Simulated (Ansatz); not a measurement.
## BeTe under load (space group I-4m2): band-edge transport data

```
BeTe
1.0
    0.00000     2.81082     2.89747
    2.81082     0.00000     2.89747
    2.81082     2.81082     0.00000
Be Te
1 1
Direct
  0.00000   0.00000   0.00000
  0.75000   0.75000   0.75000
```

Computed with r2SCAN with spin-orbit coupling, rigid bands (plane waves, PAW; Ansatz, an electronic-structure program). Condition of this run: uniaxial stress zz = -2 GPa (compression positive) (the target of the relaxation). Cell: cell and atoms relaxed with r2SCAN, then loaded as said.

* **band gap**: 1.99 eV
* **electron conductivity mass (300 K, dilute)**: 0.48 (x), 0.48 (y), 0.28 (z) mₑ
* **hole conductivity mass (300 K, dilute)**: 0.36 (x), 0.36 (y), 0.43 (z) mₑ
* **effective density of states N_c (300 K)**: 2.0e19 cm⁻³
* **effective density of states N_v (300 K)**: 5.1e18 cm⁻³
* **density-of-states mass, electrons**: 0.86 mₑ
* **density-of-states mass, holes**: 0.34 mₑ
* **Seebeck coefficient, n-type 1e19 cm⁻³, 300 K**: -275 μV/K
* **best n-type power factor at 300 K for τ = 10 fs (best axis; densities from 1e16 to 1e21 cm⁻³ tried, whether or not they can be reached)**: 10.6 μW/(cm·K²) at 1e20 cm⁻³
* **Seebeck coefficient, p-type 1e19 cm⁻³, 300 K**: 194 μV/K
* **best p-type power factor at 300 K for τ = 10 fs (best axis; densities from 1e16 to 1e21 cm⁻³ tried, whether or not they can be reached)**: 5.0 μW/(cm·K²) at 1e20 cm⁻³

Rigid bands; masses and Seebeck coefficients take one relaxation time τ for all states and one kind of carrier; polarons and phonon drag are left out.
